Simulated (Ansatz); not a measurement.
**InAs (model structure, started from the NiAs type, P6₃/mmc, No. 194, 4 atoms in the cell): properties by level of theory**

| level (code) | equilibrium lattice constant a (Å) | c axis length (Å) |
|---|---|---|
| PBE (Ansatz) | 4.022 | 6.886 |
| PBEsol (Ansatz) | 3.947 | 6.788 |
| PBE-D3(BJ) (Ansatz) | 3.959 | 6.809 |

Ansatz's density-functional and Hartree–Fock values are scalar-relativistic unless marked +SOC, with PAW data made under PBE.

The computed numbers hold no vibrational or temperature effects.

A model structure was made by putting elements into a prototype or built by hand; it is no filed structure, need not be a known phase, and can be a saddle point held by its symmetry.

Ansatz is an electronic-structure program.
